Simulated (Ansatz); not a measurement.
Worked example: self-consistent single point of ReAu (R-3m, 2 atoms in the cell) in Ansatz (a quantum-chemistry and plane-wave program).

Level of theory: LDA (PW92), default PAW files made with PBE (plane waves; Ansatz).

```
ReAu
1.0
    1.42095     0.82039     4.54003
   -1.42095     0.82039     4.54003
    0.00000    -1.64077     4.54003
Re Au
1 1
Direct
  0.00000   0.00000   0.00000
  0.50000   0.50000   0.50000
```

Reference input (self-consistent single point, DFT, LDA (PW92), plane waves, default PAW files made with PBE): basis.ecutwfc = 30.9 Ry; kpoints.mp_grid.grid = 11 11 11; hamiltonian.xc = lda; hamiltonian.pseudopotentials = {kind: paw} (the program's default PAW files); scf.occupations.method = cold; scf.occupations.width = 0.02 Ry. This run's input differs from it in these lines:

Ansatz 0.2 input:
```diff
@@ -10,3 +10,3 @@
 basis:
-  ecutwfc: 30.9 Ry
+  ecutwfc: 54.0 Ry
 kpoints:
```

The program printed (abridged):

```
SCF iter   1: F=—  HF=-23471.587134 eV  |F-HF|=—  |Δ(HF+E_count)|=         —  Δρ=9.15e-3  dr2=4.28e-2  ethr=1.77e-3  ⟨swp⟩=4.3  Hψ=11376  notcnv=0
all-band conjugate gradients solve this SCF's bands
preconditioner: auto → Kerker (q_TF=auto, 2.760 Å⁻¹)
SCF iter   2: F=—  HF=-23471.581486 eV  |F-HF|=—  |Δ(HF+E_count)|=   5.65e-3  S|Δr|=    0.00e0  Δρ=5.43e-3  dr2=1.67e-2  ethr=1.26e-4  ⟨swp⟩=1.0  Hψ=4234  notcnv=0
SCF iter   3: F=—  HF=-23471.576682 eV  |F-HF|=—  |Δ(HF+E_count)|=   4.80e-3  S|Δr|=    0.00e0  Δρ=1.09e-3  dr2=7.65e-4  ethr=4.93e-5  ⟨swp⟩=2.6  Hψ=4354  notcnv=0
SCF iter   4: F=—  HF=-23471.576497 eV  |F-HF|=—  |Δ(HF+E_count)|=   1.85e-4  S|Δr|=    0.00e0  Δρ=4.15e-4  dr2=4.25e-5  ethr=2.25e-6  ⟨swp⟩=2.4  Hψ=4073  notcnv=0
SCF iter   5: F=—  HF=-23471.576460 eV  |F-HF|=—  |Δ(HF+E_count)|=   3.71e-5  S|Δr|=    0.00e0  Δρ=7.91e-5  dr2=1.76e-6  ethr=1.25e-7  ⟨swp⟩=2.2  Hψ=4900  notcnv=0
SCF iter   6: F=-23471.576460 eV  HF=-23471.576460 eV  |F-HF|=3.80e-8  |Δ(HF+E_count)|=   2.77e-7  S|Δr|=    0.00e0  Δρ=1.58e-5  dr2=7.31e-8  ethr=2.94e-10  ⟨swp⟩=3.4  Hψ=13107  notcnv=0
SCF 1 converged in 6 iterations: F = -23471.576460 eV  dr2 = 7.31e-8
Stability not checked (fill_not_monotonic)
Free energy (F): -23471.576460 eV
Internal energy: -23471.571379 eV  (E = F + TS)
E sigma→0 (E₀):  -23471.574766 eV
Entropy (-TS):   -0.005081 eV (-2.541 meV/atom)
Fermi energy:    22.303066 eV
--- Forces (eV/Å), atoms counted from 1 ---
  atom   1  Re     0.00000000     0.00000000    -0.00000000
  atom   2  Au    -0.00000000     0.00000000    -0.00000000
--- Stress (GPa, compression-positive) ---
      -16.326080       0.000000      -0.000000
        0.000000     -16.326080       0.000000
       -0.000000       0.000000      -2.733774
  P = ⅓ Tr σ = -11.7953 GPa (-117.953 kbar)
  The stress holds the Pulay correction. Without it, at fixed plane waves, as pw.x and ABINIT print it: P = -11.7997 GPa
```

The run converged in 6 iterations. Against the reference run the free energy goes down by 1.8 meV/atom and the pressure hardly changes (-11.79 to -11.80 GPa).

The starting cell was generated: these elements placed on a structure prototype, without a prior relaxation; it need not be a known phase or ordering of this composition. Spin polarisation is off. Ansatz's pressure includes its estimate of the finite-basis (Pulay) stress.
